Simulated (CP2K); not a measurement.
**Worked example: self-consistent single point of Si3N4 (P6_3/m, 14 atoms in the cell) in CP2K**

Level of theory: LDA (Pade form), GPW, DZVP-MOLOPT-SR-GTH basis, GTH-PADE potentials (GTH_POTENTIALS) in CP2K.

Input:

```
&GLOBAL
  PROJECT si3n4
  RUN_TYPE ENERGY_FORCE
  PRINT_LEVEL MEDIUM
&END GLOBAL
&FORCE_EVAL
  METHOD Quickstep
  STRESS_TENSOR ANALYTICAL
  &DFT
    BASIS_SET_FILE_NAME BASIS_MOLOPT
    POTENTIAL_FILE_NAME GTH_POTENTIALS
    &QS
      METHOD GPW
      EPS_DEFAULT 1E-10
    &END QS
    &MGRID
      CUTOFF 400
      REL_CUTOFF 50
      NGRIDS 5
    &END MGRID
    &SCF
      SCF_GUESS ATOMIC
      EPS_SCF 1E-7
      MAX_SCF 100
      ADDED_MOS 11
      &DIAGONALIZATION
        ALGORITHM STANDARD
      &END DIAGONALIZATION
      &MIXING
        METHOD BROYDEN_MIXING
        ALPHA 0.2
        NBUFFER 12
      &END MIXING
      &SMEAR ON
        METHOD GAUSSIAN
        SIGMA [eV] 0.01
      &END SMEAR
    &END SCF
    &KPOINTS
      SCHEME MACDONALD 2 2 7 0 0 0.07142857143
    &END KPOINTS
    &XC
      &XC_FUNCTIONAL PADE
      &END XC_FUNCTIONAL
    &END XC
    &PRINT
      &MO
        EIGENVALUES T
        OCCUPATION_NUMBERS T
        NDIGITS 8
        FILENAME mo
        &EACH
          QS_SCF 0
        &END EACH
        ADD_LAST NUMERIC
      &END MO
      &MULLIKEN ON
      &END MULLIKEN
    &END PRINT
  &END DFT
  &SUBSYS
    &CELL
      ABC 7.60454000 7.60454015 2.90520000
      ALPHA_BETA_GAMMA 90.00000000 90.00000000 119.99999934
      PERIODIC XYZ
    &END CELL
    &COORD
      Si      -1.37942553     5.43289384     2.17890000
      Si       5.18169553     1.15283116     0.72630000
      Si       2.20980328     1.52182933     0.72630000
      Si       1.59246672     5.06389567     2.17890000
      Si      -0.21304119     2.67466049     2.17890000
      Si       4.01531119     3.91106451     0.72630000
      N       -0.00000380     4.39048553     2.17890000
      N        3.80227380     2.19523947     0.72630000
      N        4.82329356     4.41144789     2.17890000
      N       -1.02102356     2.17427711     0.72630000
      N       -1.40877906     6.38281881     0.72630000
      N        5.21104906     0.20290619     2.17890000
      N        1.37246738     1.97137092     2.17890000
      N        2.42980262     4.61435408     0.72630000
    &END COORD
    &KIND Si
      BASIS_SET DZVP-MOLOPT-SR-GTH-q4
      POTENTIAL GTH-PADE-q4
    &END KIND
    &KIND N
      BASIS_SET DZVP-MOLOPT-SR-GTH-q5
      POTENTIAL GTH-PADE-q5
    &END KIND
  &END SUBSYS
  &PRINT
    &FORCES ON
    &END FORCES
    &STRESS_TENSOR ON
    &END STRESS_TENSOR
  &END PRINT
&END FORCE_EVAL
```

Output, abridged:

```
 GLOBAL| Method name                                                        CP2K
 GLOBAL| Project name                                                      si3n4
 GLOBAL| Run type                                                   ENERGY_FORCE

 CELL| Volume [angstrom^3]:                                           145.496510
 CELL| Vector a [angstrom]:       7.605     0.000     0.000   |a| =     7.604540
 CELL| Vector b [angstrom]:      -3.802     6.586     0.000   |b| =     7.604540
 CELL| Vector c [angstrom]:       0.000     0.000     2.905   |c| =     2.905200
 CELL| Angle (b,c), alpha [degree]:                                    90.000000
 CELL| Angle (a,c), beta  [degree]:                                    90.000000
 CELL| Angle (a,b), gamma [degree]:                                   119.999999
 CELL| Numerically orthorhombic:                                              NO
 CELL| Periodicity                                                           XYZ

 DFT| Spin restricted Kohn-Sham (RKS) calculation                            RKS
 DFT| Multiplicity                                                             1
 DFT| Number of spin states                                                    1
 DFT| Charge                                                                   0
 DFT| XC density smoothing                                                  NONE
 DFT| XC derivatives                                                          PW

 QS| Method:                                                                 GPW
 QS| Density plane wave grid type                        NON-SPHERICAL FULLSPACE
 QS| Number of grid levels:                                                    5
 QS| Density cutoff [a.u.]:                                                200.0
 QS| Multi grid cutoff [a.u.]: 1) grid level                               200.0
   [... lines left out ...]
 BRILLOUIN| Wavefunction type                                            COMPLEX
 BRILLOUIN| List of Kpoints [2 Pi/Bohr]                                       28
 BRILLOUIN| Number           Weight            X              Y              Z
 BRILLOUIN|     1           0.03571       -0.25000       -0.25000       -0.35714
 BRILLOUIN|     2           0.03571       -0.25000       -0.25000       -0.21429
 BRILLOUIN|     3           0.03571       -0.25000       -0.25000       -0.07143
   [... 25 lines left out ...]
 *******************************************************************************

 Extrapolation method: initial_guess

 Re-scaling the density matrix to get the right number of electrons
                  # Electrons              Trace(P)               Scaling factor
                           64                64.000                        1.000

 Number of electrons:                                                         64
 Number of occupied orbitals:                                                 32
 Number of molecular orbitals:                                                43

 Number of orbital functions:                                                182
 Number of independent orbital functions:                                    182
 SCF WAVEFUNCTION OPTIMIZATION

  Step     Update method      Time    Convergence         Total energy    Change
     1 NoMix/Diag. 0.20E+00      -     1.51916803      -105.0625998123 -1.05E+02
     2 Broy./Diag. 0.20E+00      -     0.16867243       -93.9937809276  1.11E+01
     3 Broy./Diag. 0.20E+00      -     0.19642580      -100.5007723371 -6.51E+00
     4 Broy./Diag. 0.20E+00      -     0.00605326      -104.5979940686 -4.10E+00
     5 Broy./Diag. 0.20E+00      -     0.00565883      -103.9823993602  6.16E-01
     6 Broy./Diag. 0.20E+00      -     0.00089304      -104.0291633892 -4.68E-02
     7 Broy./Diag. 0.20E+00      -     0.00077958      -104.0342297028 -5.07E-03
     8 Broy./Diag. 0.20E+00      -     0.00015560      -104.0333846608  8.45E-04
     9 Broy./Diag. 0.20E+00      -     0.00002063      -104.0340067081 -6.22E-04
    10 Broy./Diag. 0.20E+00      -     0.00002515      -104.0343420680 -3.35E-04
    11 Broy./Diag. 0.20E+00      -     0.00000115      -104.0344224189 -8.04E-05
    12 Broy./Diag. 0.20E+00      -     0.00000386      -104.0344899853 -6.76E-05
    13 Broy./Diag. 0.20E+00      -     0.00000048      -104.0345145494 -2.46E-05
    14 Broy./Diag. 0.20E+00      -     0.00000033      -104.0345102822  4.27E-06
    15 Broy./Diag. 0.20E+00      -     0.00000024      -104.0345072690  3.01E-06
    16 Broy./Diag. 0.20E+00      -     0.00000002      -104.0345066830  5.86E-07
  *** SCF run converged in    16 steps ***

  Electronic density on regular grids:        -63.9999999966        0.0000000034
  Core density on regular grids:               63.9999999939       -0.0000000061
  Total charge density on r-space grids:       -0.0000000028
  Total charge density g-space grids:          -0.0000000028

  Overlap energy of the core charge distribution:               0.00000007171256
  Self energy of the core charge distribution:               -256.64826780633427
  Core Hamiltonian energy:                                     72.73737023522159
  Hartree energy:                                             108.12987885165708
  Exchange-correlation energy:                                -28.25348803528610
  Smearing free energy correction:                              0.00000000000000
  Fermi energy:                                                 0.31732120071690

  Total energy:                                              -104.03450668302912
  Total energy (extrapolated to sigma->0):                   -104.03450668302912

                     Mulliken Population Analysis

 #  Atom  Element  Kind  Atomic population                           Net charge
       1     Si       1          3.599084                              0.400916
       2     Si       1          3.599084                              0.400916
       3     Si       1          3.599042                              0.400958
       4     Si       1          3.599042                              0.400958
       5     Si       1          3.599231                              0.400769
       6     Si       1          3.599231                              0.400769
       7     N        2          5.219607                             -0.219607
       8     N        2          5.219607                             -0.219607
       9     N        2          5.327686                             -0.327686
      10     N        2          5.327685                             -0.327685
      11     N        2          5.327747                             -0.327747
      12     N        2          5.327747                             -0.327747
   [... lines left out ...]
 FORCES|      5 -1.16401088E-03 -1.24678466E-03 -9.27227193E-16   1.70569438E-03
 FORCES|      6  1.16406099E-03  1.24683542E-03  6.04648427E-16   1.70576568E-03
 FORCES|      7  4.94053152E-06 -1.46873324E-04  8.57988898E-15   1.46956395E-04
 FORCES|      8 -4.93510574E-06  1.46877182E-04 -5.96321738E-15   1.46960069E-04
 FORCES|      9  3.05162754E-04 -1.77529575E-03  8.12310150E-16   1.80133265E-03
 FORCES|     10 -3.05152866E-04  1.77531399E-03 -8.18845102E-15   1.80134895E-03
 FORCES|     11  1.81183756E-03 -6.76085369E-04 -9.92343741E-16   1.93386834E-03
 FORCES|     12 -1.81189988E-03  6.76031083E-04 -8.24716004E-16   1.93390776E-03
 FORCES|     13  1.41354264E-03  1.22804361E-03  2.93694999E-15   1.87248335E-03
 FORCES|     14 -1.41355676E-03 -1.22805501E-03  1.18257813E-15   1.87250148E-03
 FORCES| Sum     1.67094510E-10 -1.51779865E-10 -7.15958035E-16
 FORCES| Total atomic force                                       2.25738129E-10

 STRESS| Analytical stress tensor [bar]
 STRESS|                        x                   y                   z
 STRESS|      x       -3.25994929253E+04   2.94322970270E+02   8.34612306885E-10
 STRESS|      y        2.94322970270E+02  -3.23740167243E+04   1.08276298138E-09
 STRESS|      z        8.34612306885E-10   1.08276298138E-09  -3.80024172145E+04
 STRESS| 1/3 Trace                                            -3.43253089547E+04
```

The run converged in 16 iterations.

The starting cell comes from a database of computed structures (which also holds hypothetical and non-ambient phases and stackings), without a prior relaxation at this level. Values carry the incompleteness of an atom-centred basis. With a pressure of about -3 GPa the cell is away from its equilibrium volume at this level.

Cost on one core of a shared machine: roughly 2 min.
